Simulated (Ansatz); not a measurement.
An Ansatz (a quantum-chemistry and plane-wave program) input (PBEsol in Ansatz (plane waves to 420 eV, PAW, scalar-relativistic without spin-orbit coupling)):

Ansatz 0.2 input:
```yaml
crystal:
  lattice:
    - [-3.2883268163, 3.2159675465, 6.3829228293]
    - [3.2883268163, -3.2159675465, 6.3829228293]
    - [3.2883268163, 3.2159675465, -6.3829228293]
  atoms:
    - { symbol: In, position: [0.5, 0.5, 0] }
    - { symbol: In, position: [0.25, 0.75, 0.5] }
    - { symbol: Te, position: [0.375, 0.3662422908, 0.4912422908] }
    - { symbol: Te, position: [0.6337577092, 0.125, 0.0087577092] }
    - { symbol: Te, position: [0.875, 0.8837577092, 0.5087577092] }
    - { symbol: Te, position: [0.1162422908, 0.625, 0.9912422908] }
    - { symbol: Ag, position: [0, 0, 0] }
    - { symbol: Ag, position: [0.75, 0.25, 0.5] }
basis: { ecutwfc: 420, ecutrho_ratio: 4, xc_grid: 2, fft_grid_basis: typed }
kpoints: { mp_grid: { grid: [7, 7, 7] } }
hamiltonian:
  xc: pbesol
  dispersion: none
  pseudopotentials: { kind: paw }
scf: { occupations: { method: fermi_dirac, width: 0.05 }, convergence: { dr2_threshold: 0.0000000008 } }
relax: { f_tol: 0.005, max_steps: 50 }
output: { forces: true, stress: true }
checkpoint: { write: state.ck, write_every: 1000 }
```

**Question.** Which symmetry and how many k-points will the program report, and about how many plane waves at Γ?

**Answer.** Space group I212121 (ITA 24) with 4 operations, k-points 64 of 343, and 5249 plane waves at Γ.

**Question.** And the final pressure?

**Answer.** -0.95 GPa (compression positive).

The cells carry an imposed strain or load. No phonon test of stability was made. All final runs are without spin polarisation. The cell was made from InAgTe2 in the chalcopyrite structure (space group I-42d, No. 122) by this change: uniaxial strain ε_xx = +2.25 %.
